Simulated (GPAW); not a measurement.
A self-consistent single point of Y (P1, 4 atoms in the cell) with GPAW.

Method: PBE, GPAW PAW datasets PBE (gpaw-data 1.0.1) (plane waves; GPAW 25.7.0).

The change in words: lattice scaled by 0.98. Reference geometry:
```
Y
1.0
    3.62122     0.00000     0.00000
   -1.81061     3.13607     0.00000
    0.00000     0.00000    11.65131
Y
4
Direct
  0.00247   0.98578   0.00691
  0.01651   0.01023   0.50118
  0.32926   0.65056   0.23634
  0.65177   0.35342   0.75557
```

Reference input (self-consistent single point, DFT PBE, plane waves, GPAW PAW datasets PBE (gpaw-data 1.0.1)): mode = pw; ecut = 600 eV; xc = PBE; kpts = 6 6 2; mesh shift (steps) = 0 0 0; occupations.name = fermi-dirac; occupations.width = 0.1 eV; nbands = -8; convergence.density = 1e-05 e/electron; symmetry.symmorphic = false; symmetry.tolerance = 0.0005; maxiter = 120. This run's input differs from it in these lines:

```diff
@@ -5,9 +5,9 @@
 atoms = Atoms(['Y', 'Y', 'Y', 'Y'],
-              cell=[[3.621222, 0.000000, 0.000000],
-                    [-1.810611, 3.136070, 0.000000],
-                    [0.000000, 0.000000, 11.651305]],
-              positions=[[0.034680, -0.044582, 0.080534],
-                         [0.041246, 0.032095, 5.839343],
-                         [0.014402, 2.040202, 2.753704],
-                         [1.720285, 1.108353, 8.803377]],
+              cell=[[3.548798, 0.000000, 0.000000],
+                    [-1.774399, 3.073349, 0.000000],
+                    [0.000000, 0.000000, 11.418279]],
+              positions=[[0.033987, -0.043691, 0.078923],
+                         [0.040421, 0.031453, 5.722556],
+                         [0.014114, 1.999398, 2.698630],
+                         [1.685880, 1.086186, 8.627309]],
               pbc=True)
```

Output, abridged:

```
     iter     time        total  log10-change:
                         energy   eigst   dens
iter:   1 --:--:--   -18.975506
iter:   2 --:--:--   -18.889951   -1.56  -1.46
iter:   3 --:--:--   -18.842834   -2.78  -1.52
iter:   4 --:--:--   -18.664533   -1.53  -1.55
iter:   5 --:--:--   -18.669014   -2.35  -1.85
iter:   6 --:--:--   -18.655306c  -2.76  -1.91
iter:   7 --:--:--   -18.675673c  -2.75  -2.13
iter:   8 --:--:--   -18.675106c  -3.97  -2.36
iter:   9 --:--:--   -18.669517c  -3.88  -2.39
iter:  10 --:--:--   -18.664383c  -3.03  -2.54
   [... 6 lines left out ...]
iter:  17 --:--:--   -18.664464c  -6.65  -3.86
iter:  18 --:--:--   -18.664460c  -6.95  -4.01
iter:  19 --:--:--   -18.664455c  -6.79  -4.09
iter:  20 --:--:--   -18.664452c  -6.88  -4.25
iter:  21 --:--:--   -18.664452c  -7.45c -4.41
iter:  22 --:--:--   -18.664453c  -8.15c -4.53
iter:  23 --:--:--   -18.664452c  -8.38c -4.63
iter:  24 --:--:--   -18.664452c  -8.04c -4.75
iter:  25 --:--:--   -18.664451c  -8.77c -5.00
iter:  26 --:--:--   -18.664451c  -9.33c -5.07c
Converged after 26 iterations.

Dipole moment: (-1.710353, 0.267991, -5.401906) |e|*Ang

Energy contributions relative to reference atoms: (reference = -368365.535731)

Kinetic:         +7.337840
Potential:       -2.562175
External:        +0.000000
XC:             -22.701842
Entropy (-ST):   -0.192006
Local:           -0.642271
SIC:             +0.000000
--------------------------
Free energy:    -18.760454
Extrapolated:   -18.664451

Showing only first 2 kpts
 Kpt  Band  Eigenvalues  Occupancy
  0    20      7.41068    0.01345
  0    21      7.67784    0.00094
  0    22      8.05761    0.00002
  0    23      8.53847    0.00000

  1    20      7.26077    0.05886
  1    21      7.67547    0.00096
  1    22      8.20860    0.00000
  1    23      8.61714    0.00000

Fermi level: 6.91118

No gap
No difference between direct/indirect transitions
Energy (eV): -18.664451

Forces in eV/Ang:
  0 Y    -0.06224    0.04121   -0.59040
  1 Y    -0.07847   -0.01761   -0.13464
  2 Y     0.02005    0.04058    0.85253
  3 Y     0.12065   -0.06418   -0.12746

Stress tensor:
    -0.010574    -0.001092    -0.000505
    -0.001092    -0.012789    -0.000124
    -0.000505    -0.000124    -0.014500
Stress (GPa, Voigt): [-1.6941 -2.049  -2.3231 -0.0199 -0.0809 -0.1749]
```

The run converged in 26 iterations. GPAW prints stress with tension positive. Against the reference run the free energy goes up by 9.5 meV/atom, the pressure goes from -0.42 to 2.02 GPa and the largest force goes from 0.744 to 0.854 eV/Å.

The starting cell was generated: these elements placed on a structure prototype, without a prior relaxation; it need not be a known phase or ordering of this composition. Its atoms were displaced at random from the sites of space group no. 194. For this run, on top of that: lattice scaled by 0.98.

Cost on one core of a shared machine: roughly 4 min.
